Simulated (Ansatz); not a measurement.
## What biaxial strain −4.53 %, plane normal [110], relaxed out of plane does to Ni

Take Ni in the fcc (Cu type) structure (space group Fm-3m, No. 225; a = 3.479 Å; ferromagnetic; relaxed with 0.1 eV smearing) as the base. Axes: x, y, z lie along the cube axes.

Modification: compressive biaxial strain of 4.53 % in the plane normal to [110], as in epitaxy on a mismatched substrate; the out-of-plane cell vector and the atoms relax.

Computed with plane-wave PAW DFT at the r2SCAN level (Ansatz, an electronic-structure program, 500 eV), no spin-orbit coupling. k-mesh 32×32×32 (Γ-centred); smearing 0.1 eV (Fermi–Dirac).

The volume per atom shrinks by 0.483 Å³ to 10.04 Å³ and the space group goes from Fm-3m (No. 225) to Immm (No. 71). The pressure (mean of the normal stresses, compression positive) goes from zero to 13.1 GPa and the band gap is still zero. The magnetic state stays ferromagnetic and the out-of-plane strain comes out as +4.68 %. The ratio −ε⊥/ε∥ is 1.03 and the mean in-plane stress (compression positive) amounts to +19.7 GPa.

Final structure (turned so that z lies along the plane normal):

```
CELL_PARAMETERS angstrom
      2.34848     0.00000     0.00000
      0.00000     3.32125     0.00000
      1.17424     1.66062     1.28752
ATOMIC_POSITIONS crystal
  Ni 0.00000 0.00000 0.00000
```

Cost of the whole job for the changed cell (relaxation, final SCF and bands): very roughly 26 core-minutes.

The magnetic state is the one reached from the starting moments; the real material's order can differ, and small cells can't hold many antiferromagnetic ones. Whether these cells are dynamically stable was not tested.
